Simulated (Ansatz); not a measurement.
## A computed series for Ga2O3: pressure series

Base system: Ga$_{2}$O$_{3}$ in the corundum structure (space group R-3c, No. 167).

```
Ga2O3
1.0
    2.50017     1.44347     4.48293
   -2.50017     1.44347     4.48293
    0.00000    -2.88695     4.48293
Ga O
4 6
Cartesian
  0.00000   0.00000   8.66504
  0.00000   0.00000   1.94065
  0.00000   0.00000   4.78374
  0.00000   0.00000  11.50813
  0.75702   1.57575   5.60366
 -1.74315  -0.13228   5.60366
 -0.75702  -1.57575   7.84512
 -0.98613   1.44347   7.84512
  1.74315   0.13228   7.84512
  0.98613  -1.44347   5.60366
```

Cell and atoms are relaxed at each pressure.

Calculations: PBEsol, PAW, 420 eV (Ansatz, an electronic-structure program; no spin-orbit coupling).

```
case               band gap  smallest direct gap  width of the top valence band
-----------------  --------  -------------------  -----------------------------
base                2.70 eV              2.95 eV                        0.45 eV
pressure −2 GPa     2.60 eV                    ?                        0.45 eV
pressure −1 GPa     2.65 eV              2.90 eV                        0.45 eV
pressure 0.9 GPa    2.74 eV              3.00 eV                        0.46 eV
pressure 2.1 GPa          ?              3.06 eV                        0.46 eV
pressure 4.5 GPa          ?              3.17 eV                        0.46 eV
pressure 9 GPa      3.10 eV              3.38 eV                        0.47 eV
pressure 15 GPa     3.34 eV              3.63 eV                              ?
pressure 22.5 GPa   3.61 eV              3.92 eV                        0.50 eV
```

Question: Some entries are withheld; estimate them.

Answer: 
- pressure −2 GPa, smallest direct gap: 2.85 eV
- pressure 2.1 GPa, band gap: 2.80 eV
- pressure 4.5 GPa, band gap: 2.91 eV
- pressure 15 GPa, width of the top valence band: 0.49 eV

Load acts through the strain it causes; cell and atoms are relaxed under it. Whether these cells are dynamically stable was not tested. No other phases were tried under pressure.
